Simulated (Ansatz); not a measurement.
The parent structure is Mg₃Sb₂ (space group P-3m1, No. 164; a = 4.567 Å, c = 7.247 Å).

Method: plane-wave PAW DFT at the r2SCAN level (Ansatz, a quantum-chemistry and plane-wave program, 500 eV), without spin-orbit coupling.

One change was made to it. Results:

```json
[
 {"quantity": "band gap", "base": "0.61 eV", "after": "zero"},
 {"quantity": "shortest interatomic distance", "base": "5.328 bohr", "after": "4.750 bohr"}
]
```

Problem. Name the change that was made.
A. pressure 45 GPa
B. pressure 18 GPa
C. pressure −1 GPa
D. pressure 1.8 GPa
E. pressure 9 GPa

Solution. A, pressure 45 GPa. For comparison, the band gap in the other runs: pressure −1 GPa gives 0.63 eV; pressure 9 GPa gives 0.34 eV; pressure 18 GPa gives 0.09 eV; pressure 1.8 GPa gives 0.55 eV.

With Sb present, leaving out spin-orbit coupling can change the band edges. Load acts through the strain it causes; cell and atoms are relaxed under it. No phonon test of stability was made. No other phases were tried under pressure. All final runs are without spin polarisation. A zero or small gap of Mg3Sb2 under pressure 45 GPa and Mg3Sb2 under pressure 18 GPa can be the functional's error rather than a property of the material.
